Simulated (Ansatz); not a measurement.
Base system: La$_{2}$O$_{3}$ (space group P-3m1, No. 164; a = 3.940 Å, c = 6.188 Å).

Computed with Kohn–Sham DFT with the PBE functional, run in Ansatz (an electronic-structure program) with PAW and 420 eV plane waves, no spin-orbit coupling, earlier PAW set.

For the base:

* **Gap character**: indirect, L → M

It is then changed as follows: electron doping at 5.0×10^21 cm⁻³ (0.416 per cell), with a uniform compensating background at fixed cell and a 300 K Fermi–Dirac width.

Q: How does this affect the Fermi level from band edge and gap character?

A: The Fermi level relative to the doped band's edge (positive inside the band; to 0.05 eV) amounts to +0.20 eV; the gap character changes from indirect, L → M to indirect, H–A (21 % along) → K.

Charged cell with a jellium background: band edges are those of the host's band count, energies are not comparable with the neutral cell, and many-body gap narrowing is missing. Stability against distortions was not tested.
